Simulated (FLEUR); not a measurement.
Band structure of Si (Fd-3m, 2 atoms in the cell).

```yaml
crystal:
  lattice:
    - [0.00000, 2.72566, 2.72566]
    - [2.72566, 0.00000, 2.72566]
    - [2.72566, 2.72566, 0.00000]
  atoms:
    - { symbol: Si, position: [0.25000, 0.25000, 0.25000] }
    - { symbol: Si, position: [0.00000, 0.00000, 0.00000] }
```

Method of the run: PBE, all-electron FLAPW (FLEUR), scalar-relativistic valence in FLEUR.

Settings: Kmax = 3.9 1/bohr; GmaxXC = 13.7 1/bohr; xcFunctional = pbe; jspins = 1; l_soc = F; mode = hist; fermiSmearingEnergy = 0.00073499 Htr; mesh (inpgen div1-3) = 8 8 8; inpgen gamma flag = true; Gmax = 13.7 1/bohr; numbands = 0; maxIterBroyd = 40; imix = Anderson; alpha = 0.05.

The starting cell comes from a database of computed structures (which also holds hypothetical and non-ambient phases and stackings), without a prior relaxation at this level. Its lattice was rescaled by a random factor within 2.5 % of one. Values depend on the basis (sphere radii, cutoffs, local orbitals), which need not be converged.

Levels in eV from the Fermi level, bands 1 to 6:
```json
[
 {"point": "Γ", "1": "-11.88", "2": "0.00", "3": "0.00", "4": "0.00", "5": "2.56", "6": "2.56"},
 {"point": "X", "1": "-7.78", "2": "-7.78", "3": "-2.82", "4": "-2.82", "5": "0.73", "6": "0.73"},
 {"point": "W", "1": "-7.62", "2": "-7.62", "3": "-3.80", "4": "-3.80", "5": "4.27", "6": "4.27"},
 {"point": "K", "1": "-8.20", "2": "-7.20", "3": "-4.25", "4": "-2.40", "5": "1.22", "6": "4.12"},
 {"point": "L", "1": "-9.58", "2": "-6.92", "3": "-1.19", "4": "-1.19", "5": "1.50", "6": "3.35"},
 {"point": "U", "1": "-8.20", "2": "-7.20", "3": "-4.25", "4": "-2.40", "5": "1.22", "6": "4.12"}
]
```
